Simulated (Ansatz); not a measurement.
**A computed series for SrTiO3: pressure series**

Start from SrTiO$_{3}$ in the cubic perovskite structure (space group Pm-3m, No. 221; a = 3.891 Å).

Cell and atoms are relaxed at each pressure.

Computed with DFT with PBEsol, PAW potentials and a 420 eV plane-wave cutoff in Ansatz (a first-principles code), no SOC.

Candidates:
(a) pressure 50 GPa
(b) pressure 3 GPa
(c) pressure 100 GPa

Before the change:

- Band gap: 1.85 eV

Task: Order them by band gap, lowest first.

Result: (b) pressure 3 GPa (1.88 eV), (a) pressure 50 GPa (2.13 eV), (c) pressure 100 GPa (2.18 eV)

Load acts through the strain it causes; cell and atoms are relaxed under it. Stability against distortions was not tested. No other phases were tried under pressure. All final runs are without spin polarisation. Many cubic perovskites are stable only at high temperature; tilts and polar distortions were not tested.
